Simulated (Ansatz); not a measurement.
Where the default PAW files enter, the runs use the earlier of Ansatz's two default sets.

Tunnelling through a barrier is set by its complex band structure: the current falls as exp(−2κd) with the smallest κ.

```
CELL_PARAMETERS angstrom
      4.64158     0.00000     0.00000
      0.00000     6.56419     0.00000
      2.32079    -3.28209     2.32079
ATOMIC_POSITIONS crystal
  Ag 0.00000 0.00000 0.00000
  I  0.50000 0.75000 0.00000
```

Space group of this cell: F-43m, zinc blende. The cell is taken as given; by PBEsol its mean pressure is -1.6 GPa.

Transport runs along the normal of the first two printed cell vectors, the (110) plane of the conventional cell.

The gap is the functional's own. No spin-orbit coupling. Mid-gap values are interpolated on the energy grid.

Task: Predict the band gap and the smallest decay constant κ at mid-gap from PBEsol (Ansatz, a quantum-chemistry and plane-wave program).

Result: Gap 1.20 eV on a 14×14×14 mesh; κ = 0.112 1/Å, at the zone centre.
